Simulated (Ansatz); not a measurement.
Take MoPt₂ (space group Immm, No. 71) as the base.

```xyz
3
Lattice="-1.3727 1.9663 4.1312 1.3727 -1.9663 4.1312 1.3727 1.9663 -4.1312" Properties=species:S:1:pos:R:3 pbc="T T T"
Mo     0.0000     0.0000     0.0000
Pt     0.0000     0.0000     5.4812
Pt     0.0000     0.0000     2.7813
```

Levels (all Ansatz, a quantum-chemistry and plane-wave program, PAW): PBEsol (420 eV, no spin-orbit coupling); PBEsol+SOC (420 eV, with spin-orbit coupling).

The geometry is relaxed with PBEsol.

```
Item              Result
---------------  -------
PBEsol pressure  0.0 GPa
```

With PBEsol+SOC at the same geometry, the pressure goes from zero to -0.3 GPa.

Single points use the geometry relaxed with PBEsol. Differences between runs with and without spin-orbit coupling are approximate. No phonon test of stability was made. The runs without spin-orbit coupling are not spin-polarised.
